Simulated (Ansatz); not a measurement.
## CsCl: pressure series

Start from CsCl in the CsCl type structure (space group Pm-3m, No. 221; a = 4.1403 Å).

Cell and atoms are relaxed at each pressure.

Method: r2SCAN in Ansatz (plane waves to 500 eV, PAW, without spin-orbit coupling).

Two rows of this table had their results exchanged by mistake.

```json
[
 {"pressure": "pressure −2 GPa", "volume per atom (Å³)": "42.01", "shortest distance (Å)": "3.793", "band gap": "5.25 eV"},
 {"pressure": "pressure −1 GPa", "volume per atom (Å³)": "37.84", "shortest distance (Å)": "3.663", "band gap": "5.70 eV"},
 {"pressure": "pressure 0.3 GPa", "volume per atom (Å³)": "34.93", "shortest distance (Å)": "3.567", "band gap": "5.90 eV"},
 {"pressure": "pressure 0.7 GPa", "volume per atom (Å³)": "34.26", "shortest distance (Å)": "3.544", "band gap": "5.88 eV"},
 {"pressure": "pressure 1.5 GPa", "volume per atom (Å³)": "27.04", "shortest distance (Å)": "3.275", "band gap": "5.43 eV"},
 {"pressure": "pressure 3 GPa", "volume per atom (Å³)": "31.47", "shortest distance (Å)": "3.445", "band gap": "5.77 eV"},
 {"pressure": "pressure 5 GPa", "volume per atom (Å³)": "29.80", "shortest distance (Å)": "3.383", "band gap": "5.67 eV"},
 {"pressure": "pressure 7.5 GPa", "volume per atom (Å³)": "28.26", "shortest distance (Å)": "3.323", "band gap": "5.55 eV"},
 {"pressure": "pressure 10 GPa", "volume per atom (Å³)": "33.14", "shortest distance (Å)": "3.505", "band gap": "5.84 eV"}
]
```

Task: Which two?

Result: The rows for pressure 1.5 GPa and pressure 10 GPa: the volume has to fall steadily with pressure, so 33.14 Å³ belongs to pressure 1.5 GPa and 27.04 Å³ to pressure 10 GPa.

Load acts through the strain it causes; cell and atoms are relaxed under it. Whether these cells are dynamically stable was not tested. No other phases were tried under pressure.

Ansatz is a first-principles code.
